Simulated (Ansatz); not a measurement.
Levels about the gap of amorphous Ge$_{20}$S$_{40}$Ag (61 atoms in a cell of 1576 Å³, 2.99 g/cm³; zone centre alone, so wide bands show as single levels with stretches between that a denser mesh fills), at the geometry that PBE-D3(BJ) relaxed, where it gives 0.0 GPa on a denser mesh. The participation number counts the atoms over which a state spreads; weights are charges in smoothed Voronoi cells. The levels come from a single point, so bond lengths are those of that geometry. Method of the levels: PBE-D3(BJ), scalar-relativistic without spin-orbit coupling (Ansatz, an electronic-structure program). Sampling: the zone centre alone; Fermi-Dirac width 0.05 eV; collinear spin, started from a total moment of 1 μB (at the end a net moment of 0.8 μB). In the spin-polarised cell the level spacing at the Fermi energy can part levels of unlike spin. So small a spacing is near the smearing width and the bands' dispersion over the mesh, so it is a value of this cell and mesh.

The cell was made by melting and quenching with the CHGNet potential and then relaxed with DFT. The hot cell started wider than the set density and was brought back towards it in steps. It is the lowest in DFT energy of 3 quenches. It is a model cell: composition and starting density were chosen by hand, and all elements were melted together. The geometry includes D3(BJ) dispersion. Its density started from a set value of 2.83 and ended at 2.99 g/cm³. The simulated quench (nominally 96 K/ps over its main leg) is rapid and tends to freeze in more defects than a deposited or slowly cooled glass has. A cell of this size samples the disorder only roughly. Volume and shape were free in the relaxation.

```csv
"E - E(highest filled), eV",filling,spin,participation number,largest on,weight S,weight Ge,weight Ag
-0.96,filled,up,14.4,"S, 2 neighbours",0.77,0.22,0.01
-0.94,filled,dn,15.7,"S, 2 neighbours",0.78,0.21,0.01
-0.89,filled,up,7.6,"S, 2 neighbours",0.87,0.13,0.00
-0.88,filled,dn,7.7,"S, 2 neighbours",0.87,0.13,0.00
-0.73,filled,up,4.9,"S, 2 neighbours",0.80,0.20,0.00
-0.70,filled,dn,4.7,"S, 2 neighbours",0.81,0.19,0.00
0.00,filled,up,11.3,"Ge, 4 neighbours",0.67,0.30,0.02
0.22,empty,dn,11.6,"Ge, 4 neighbours",0.66,0.32,0.02
0.77,empty,up,27.0,"S, 3 neighbours",0.65,0.34,0.00
0.78,empty,dn,28.9,"S, 3 neighbours",0.66,0.34,0.00
0.87,empty,up,25.3,"Ge, 5 neighbours",0.66,0.34,0.01
0.88,empty,dn,25.0,"Ge, 5 neighbours",0.66,0.33,0.01
0.95,empty,up,30.0,"Ge, 4 neighbours",0.66,0.34,0.00
0.96,empty,dn,29.8,"Ge, 4 neighbours",0.66,0.34,0.00
```

Most localised among these is the filled level at -0.70 eV, on a S atom, which has 2 neighbours (S 2.05 Å, Ge 2.32 Å).
